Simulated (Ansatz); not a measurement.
C on the N site (C_N) in metastable zinc-blende AlN: one set of geometries, relaxed with PBE, evaluated in Ansatz (PAW, plane waves to 420 eV, 500 eV under r2SCAN) with PBE, r2SCAN.

Cell and caveats: 64-site cell; 2×2×2 shifted k-points; start: the N site; charged states image-corrected; finite-size errors of tenths of an eV; flagged in the runs: a doubtful potential alignment.

| quantity | PBE | r2SCAN |
|---|---|---|
| host gap (eV) | 3.31 | 3.92 |
| ε(+1/0) above the VBM (eV) | 0.28 | 0.40 |
| ε(0/−1) above the VBM (eV) | 1.04 | 1.32 |
| largest moment on one atom at charge +1 (μB) | 0.68 | 0.78 |
| neutral formation energy against graphite, N2 molecule in a box (eV) | 4.82 | 5.02 |
| largest moment on one atom at charge 0 (μB) | 0.35 | 0.40 |

PBE narrows the gap by 0.61 eV against r2SCAN, the highest level run, and puts the levels 0.20 eV lower above the valence-band maximum on average.

Ansatz is a quantum-chemistry and plane-wave program.
